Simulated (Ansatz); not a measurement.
**A constructed model of the (111) surface of fcc Pd, (√3x√3)R30° surface alloy, Zn on one Pd site of the top plane (bottom of the slab: a bare face, its two planes held)**

Method: PBE (plane waves to 420 eV, PAW; Ansatz, a quantum-chemistry and plane-wave program).

Set-up: 18 atoms, 11.4 Å thick at the start; mesh 9x9x1; 0.1 eV smearing; dipole correction on; 6 atoms held, the rest relaxed; symmetry of the start imposed; no spin, no spin-orbit, no U. It is one candidate, not shown to be the stable structure of the face.

- work function of the top face: 4.92 eV
- energy released by relaxation: 0.019 eV
- cost: roughly 6 core-minutes
